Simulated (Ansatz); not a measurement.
Worked example: self-consistent single point of Cu3Sn (I4mm, 4 atoms in the cell) in Ansatz (an electronic-structure program).

Method: LDA (PW92), default PAW files made with PBE (plane waves; Ansatz).

```yaml
crystal:
  lattice:
    - [0.00000, 3.06761, 3.06761]
    - [3.06761, 0.00000, 3.06761]
    - [3.06761, 3.06761, 0.00000]
  atoms:
    - { symbol: Cu, position: [0.50815, 0.50815, 0.49185] }
    - { symbol: Cu, position: [0.75000, 0.75000, 0.75000] }
    - { symbol: Cu, position: [0.25000, 0.25000, 0.25000] }
    - { symbol: Sn, position: [0.00000, 0.00000, 0.00000] }
```

Reference input (self-consistent single point, DFT, LDA (PW92), plane waves, default PAW files made with PBE): basis.ecutwfc = 420 eV; kpoints.mp_grid.grid = 9 9 9; hamiltonian.xc = lda; hamiltonian.pseudopotentials = {kind: paw} (the program's default PAW files); scf.occupations.method = fermi_dirac; scf.occupations.width = 0.1 eV. This run's input differs from it in these lines:

Ansatz 0.2 input:
```diff
@@ -14,3 +14,3 @@
   mp_grid:
-    grid: [9, 9, 9]
+    grid: [15, 15, 15]
 hamiltonian:
@@ -21,4 +21,4 @@
   occupations:
-    method: fermi_dirac
-    width: 0.1
+    method: gaussian
+    width: 0.02
 output:
```

Output, abridged:

```
SCF iter   1: F=—  HF=-25546.320297 eV  |F-HF|=—  |Δ(HF+E_count)|=         —  Δρ=1.74e-2  dr2=7.67e-2  ethr=1.77e-3  ⟨swp⟩=6.4  Hψ=45600  notcnv=0
all-band conjugate gradients solve this SCF's bands
preconditioner: auto → none
SCF iter   2: F=—  HF=-25546.300731 eV  |F-HF|=—  |Δ(HF+E_count)|=   1.96e-2  Δρ=2.98e-3  dr2=3.69e-3  ethr=1.08e-4  ⟨swp⟩=2.8  Hψ=25676  notcnv=0  defer=594
SCF iter   3: F=—  HF=-25546.299470 eV  |F-HF|=—  |Δ(HF+E_count)|=   1.26e-3  Δρ=1.87e-3  dr2=7.67e-4  ethr=5.20e-6  ⟨swp⟩=2.0  Hψ=18720  notcnv=0  defer=594
SCF iter   4: F=—  HF=-25546.299428 eV  |F-HF|=—  |Δ(HF+E_count)|=   4.25e-5  Δρ=3.32e-4  dr2=2.84e-5  ethr=1.08e-6  ⟨swp⟩=1.1  Hψ=11845  notcnv=0  defer=594
SCF iter   5: F=—  HF=-25546.299416 eV  |F-HF|=—  |Δ(HF+E_count)|=   1.16e-5  Δρ=7.14e-5  dr2=1.74e-6  ethr=3.99e-8  ⟨swp⟩=2.0  Hψ=19424  notcnv=0  defer=594
SCF iter   6: F=-25546.299416 eV  HF=-25546.299416 eV  |F-HF|=2.07e-8  |Δ(HF+E_count)|=   3.98e-7  Δρ=8.17e-6  dr2=1.66e-8  ethr=1.41e-10  ⟨swp⟩=7.8  Hψ=62441  notcnv=0
SCF 1 converged in 6 iterations: F = -25546.299416 eV  dr2 = 1.66e-8
Free energy (F): -25546.299416 eV
Internal energy: -25546.299191 eV  (E = F + TS)
E sigma→0 (E₀):  -25546.299303 eV
Entropy (-TS):   -0.000224 eV (-0.056 meV/atom)
Fermi energy:    15.699564 eV
--- Forces (eV/Å), atoms counted from 1 ---
  atom   1  Cu     0.00000000     0.00000000    -0.08519727
  atom   2  Cu    -0.00000000    -0.00000000     0.03226138
  atom   3  Cu     0.00000000     0.00000000     0.03226138
  atom   4  Sn    -0.00000000     0.00000000     0.02067215
--- Stress (GPa, compression-positive) ---
       -8.890147       0.000000       0.000000
        0.000000      -8.890147       0.000000
        0.000000       0.000000      -8.908266
  P = ⅓ Tr σ = -8.8962 GPa (-88.962 kbar)
  The stress holds the Pulay correction. Without it, at fixed plane waves, as pw.x and ABINIT print it: P = -8.9895 GPa
```

The run converged in 6 iterations. Against the reference run the free energy goes up by 3.8 meV/atom, the pressure hardly changes (-8.88 to -8.90 GPa) and the largest force moves little (0.086 to 0.085 eV/Å).

The starting cell comes from a database of computed structures (which also holds hypothetical and non-ambient phases and stackings), without a prior relaxation at this level. Its lattice was rescaled by up to half a per cent. One atom was moved a little off its site on purpose. Spin polarisation is off. With a pressure of about -9 GPa the cell is away from its equilibrium volume at this level. Ansatz's pressure includes its estimate of the finite-basis (Pulay) stress.

Cost on one core of a shared machine: roughly 50 s.
